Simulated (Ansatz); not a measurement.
Base system: SiO$_{2}$ in the rutile structure (space group P4_2/mnm, No. 136).

```cif
data_O4Si2
_chemical_formula_sum 'Si2 O4'
_space_group_name_H-M_alt 'P 1'
_space_group_IT_number 1
_cell_length_a 4.23608
_cell_length_b 4.23608
_cell_length_c 2.69045
_cell_angle_alpha 90.000
_cell_angle_beta 90.000
_cell_angle_gamma 90.000
loop_
_space_group_symop_operation_xyz
  'x, y, z'
loop_
_atom_site_label
_atom_site_type_symbol
_atom_site_fract_x
_atom_site_fract_y
_atom_site_fract_z
_atom_site_occupancy
Si1 Si 0.00000 0.00000 0.00000 1
Si2 Si 0.50000 0.50000 0.50000 1
O1 O 0.30698 0.30698 0.00000 1
O2 O 0.80698 0.19302 0.50000 1
O3 O 0.19302 0.80698 0.50000 1
O4 O 0.69302 0.69302 0.00000 1
```

Method: plane-wave PAW DFT at the PBE level (Ansatz, a quantum-chemistry and plane-wave program, 420 eV), without spin-orbit coupling.

Base values:

The width of the top valence band is 2.56 eV and the hole mass comes out as 1.9 mₑ along c, 1.1 mₑ across (at Γ).

The change: every lattice vector is shortened by 1.20 %, atoms relaxed at fixed cell.

Q: Estimate the effect on the width of the top valence band and hole mass.

A: The width of the top valence band goes up by 0.12 eV, from 2.56 eV to 2.68 eV; the hole mass becomes 1.8 mₑ along c, 1.1 mₑ across (at Γ) (base: 1.9 mₑ along c, 1.1 mₑ across (at Γ)).

The levels and masses belong to the bands next to the band gap. The cells carry an imposed strain or load. Effective masses come from finite differences of ±0.01 Å⁻¹. Stability against distortions was not tested.
